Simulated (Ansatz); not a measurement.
# PBE against r2SCAN: ZnSe, holes 1.0×10^21 cm⁻³

Consider ZnSe in the zinc blende structure (space group F-43m, No. 216; a = 5.733 Å).

(Cell as relaxed with PBE.)

Levels (all Ansatz, a quantum-chemistry and plane-wave program, PAW, earlier PAW set): PBE (420 eV, spin-orbit coupling left out); r2SCAN (500 eV, no SOC).

Each level relaxes its own structure.

```json
[
 {"base": "volume per atom", "PBE": "23.55 Å³", "r2SCAN": "22.74 Å³"},
 {"base": "lattice parameter a", "PBE": "573.3 pm", "r2SCAN": "566.6 pm"},
 {"base": "band gap", "PBE": "1.15 eV", "r2SCAN": "1.86 eV"}
]
```

It is then changed as follows: holes 1.0×10^21 cm⁻³, on a uniform background at fixed cell.

```json
[
 {"quantity": "gap character", "PBE": "direct at Γ", "r2SCAN": "___"},
 {"quantity": "gap between the host's bands", "PBE": "1.18 eV", "r2SCAN": "___"},
 {"quantity": "Fermi level relative to the doped band's edge (positive inside the band; to 0.05 eV)", "PBE": "+0.15 eV", "r2SCAN": "___"}
]
```

**Question.** What does r2SCAN give?

**Answer.** 
- gap character, r2SCAN: direct at Γ
- gap between the host's bands, r2SCAN: 1.89 eV
- Fermi level relative to the doped band's edge (positive inside the band; to 0.05 eV), r2SCAN: +0.20 eV

PBE's gap between the host's bands lies 0.71 eV below r2SCAN's; the two agree on the gap character. Neither level is exact; r2SCAN is the comparison here, not a measurement.

Charged cell with a jellium background: band edges are those of the host's band count, energies are not comparable with the neutral cell, and many-body gap narrowing is missing. Semilocal Kohn–Sham gaps tend to fall short of experiment. Whether these cells are dynamically stable was not tested.
